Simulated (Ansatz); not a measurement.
The parent structure is Zr in the hcp (Mg type) structure (space group P6_3/mmc, No. 194; a = 3.246 Å, c = 5.151 Å).

All numbers come from Kohn–Sham DFT with the r2SCAN functional, run in Ansatz (a quantum-chemistry and plane-wave program) with PAW and 500 eV plane waves, no spin-orbit coupling.

For the base:

| Property | Value |
|---|---|
| c/a ratio | 1.587 |
| Lattice parameter a | 3.246 Å |

Now apply this change: a hydrostatic pressure of 0.9 GPa.

Problem. Estimate the effect on the c/a ratio.

Solution. The c/a ratio remains 1.587.

Problem. What happens to the lattice parameter a?

Solution. The lattice parameter a falls by 0.010 Å (3.246 Å → 3.236 Å).

Load acts through the strain it causes; cell and atoms are relaxed under it. No phonon test of stability was made. All final runs are without spin polarisation.
